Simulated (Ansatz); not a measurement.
Start from YSi in the rock salt structure (space group Fm-3m, No. 225; a = 5.7455 Å; a hypothetical phase, not in the database extracts checked; relaxed with 0.1 eV smearing). Axes: x, y, z lie along the cube axes.

The change: strain tensor (xx, yy, zz, yz, xz, xy) = (−1.46, +1.08, +0.67, +0.19, −0.96, +0.04) %, atoms relaxed at fixed cell.

Levels (all Ansatz, an electronic-structure program, PAW): PBEsol (420 eV, without spin-orbit coupling); r2SCAN (500 eV, scalar-relativistic without spin-orbit coupling).

The geometry is relaxed with PBEsol.

```
Item               Result
---------------  --------
PBEsol pressure  -0.1 GPa
```

With r2SCAN at the same geometry, the pressure grows by 3.5 GPa, from -0.1 GPa to 3.4 GPa.

Single points use the geometry relaxed with PBEsol. Their cutoffs differ, which shifts pressures a little. Whether these cells are dynamically stable was not tested. The final runs are not spin-polarised. An odd electron count without spin: YSi. YSi has a high density of states at the Fermi level and may be magnetic at this level.
